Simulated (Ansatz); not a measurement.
**fcc Al (1 1 1) on wurtzite ZnO (0 0 1) (film strained to the substrate, faces as cut)**

A periodic stack without vacuum, fcc Al (1 1 1) on wurtzite ZnO (0 0 1) (film strained to the substrate, faces as cut): substrate slab Zn18O18, film Al16, surface cells [[1, 2], [-2, -1]] and [[0, -2], [2, 0]], film strained by -0.6 and -0.6 %, faces O/Zn and Al/Al as cut (like faces can put a slab off its formula).

The start was prepared with a machine-learned potential, and the result is one local minimum, with the in-plane cell held and forces under 0.04 eV/Å; the film can end far from its bulk form.

All values below come from PBE (plane waves to 420 eV, PAW; Ansatz, an electronic-structure program). Spin–orbit coupling is left out; the runs are not spin-polarised; PBE gaps are too small against experiment. Its k-point mesh 5×5×1, Fermi–Dirac width 0.05 eV.

- interface area: 27.9 Å²
- period: 25.85 Å
- gaps between the outermost planes at the two interfaces: 2.39 and 1.82 Å
- Al–O contacts across the interfaces within 1.22 times the sum of covalent radii: 3, mean 1.90 Å
- Al–Zn contacts across the interfaces within 1.22 times the sum of covalent radii: 3, mean 2.72 Å

```yaml
crystal:
  lattice:
    - [5.68023, -0.00005, -0.01012]
    - [-2.84013, 4.91920, -0.02029]
    - [-0.04620, -1.49789, 25.86243]
  atoms:
    - { symbol: Zn, position: [0.32932, 0.33280, 0.07302] }
    - { symbol: Zn, position: [0.99398, 0.66262, 0.06132] }
    - { symbol: Zn, position: [0.66255, 0.99983, 0.07290] }
    - { symbol: Zn, position: [0.68938, 0.69957, 0.17190] }
    - { symbol: Zn, position: [0.33973, 0.02453, 0.17195] }
    - { symbol: Zn, position: [0.01444, 0.37423, 0.17195] }
    - { symbol: O, position: [0.34343, 0.35805, 0.14779] }
    - { symbol: O, position: [0.00872, 0.68873, 0.13973] }
    - { symbol: O, position: [0.67678, 0.02481, 0.14771] }
    - { symbol: O, position: [0.63704, 0.65635, 0.04089] }
    - { symbol: O, position: [0.34401, 0.00899, 0.04075] }
    - { symbol: O, position: [0.98965, 0.30168, 0.04077] }
    - { symbol: Zn, position: [0.36651, 0.39983, 0.27399] }
    - { symbol: Zn, position: [0.03333, 0.73365, 0.27555] }
    - { symbol: Zn, position: [0.69977, 0.06643, 0.27405] }
    - { symbol: Zn, position: [0.71705, 0.76702, 0.37710] }
    - { symbol: Zn, position: [0.38569, 0.10139, 0.37701] }
    - { symbol: Zn, position: [0.05152, 0.43265, 0.37697] }
    - { symbol: O, position: [0.38020, 0.42519, 0.35117] }
    - { symbol: O, position: [0.04683, 0.75882, 0.35226] }
    - { symbol: O, position: [0.71335, 0.09173, 0.35124] }
    - { symbol: O, position: [0.69747, 0.72472, 0.24843] }
    - { symbol: O, position: [0.35947, 0.05562, 0.24846] }
    - { symbol: O, position: [0.02841, 0.39364, 0.24847] }
    - { symbol: Zn, position: [0.40350, 0.46747, 0.47946] }
    - { symbol: Zn, position: [0.07022, 0.80061, 0.47933] }
    - { symbol: Zn, position: [0.73682, 0.13473, 0.47943] }
    - { symbol: Zn, position: [0.75603, 0.83672, 0.58383] }
    - { symbol: Zn, position: [0.42176, 0.16816, 0.58451] }
    - { symbol: Zn, position: [0.08880, 0.50154, 0.58405] }
    - { symbol: O, position: [0.41780, 0.49328, 0.55750] }
    - { symbol: O, position: [0.08370, 0.82500, 0.55701] }
    - { symbol: O, position: [0.75081, 0.16132, 0.55706] }
    - { symbol: O, position: [0.73192, 0.79271, 0.45452] }
    - { symbol: O, position: [0.39898, 0.12629, 0.45442] }
    - { symbol: O, position: [0.06597, 0.45898, 0.45437] }
    - { symbol: Al, position: [0.93957, 0.53275, 0.68504] }
    - { symbol: Al, position: [0.43462, 0.52876, 0.67695] }
    - { symbol: Al, position: [0.93118, 0.02576, 0.68201] }
    - { symbol: Al, position: [0.43451, 0.03059, 0.68217] }
    - { symbol: Al, position: [0.28272, 0.23132, 0.76944] }
    - { symbol: Al, position: [0.77978, 0.22403, 0.77333] }
    - { symbol: Al, position: [0.28763, 0.72958, 0.77377] }
    - { symbol: Al, position: [0.77753, 0.73111, 0.77308] }
    - { symbol: Al, position: [0.63103, 0.93020, 0.87544] }
    - { symbol: Al, position: [0.13762, 0.93594, 0.86129] }
    - { symbol: Al, position: [0.61723, 0.42308, 0.86190] }
    - { symbol: Al, position: [0.13025, 0.41713, 0.86307] }
    - { symbol: Al, position: [0.97038, 0.62280, 0.94098] }
    - { symbol: Al, position: [0.52569, 0.62440, 0.97033] }
    - { symbol: Al, position: [0.98494, 0.18940, 0.97014] }
    - { symbol: Al, position: [0.42120, 0.08174, 0.97001] }
```
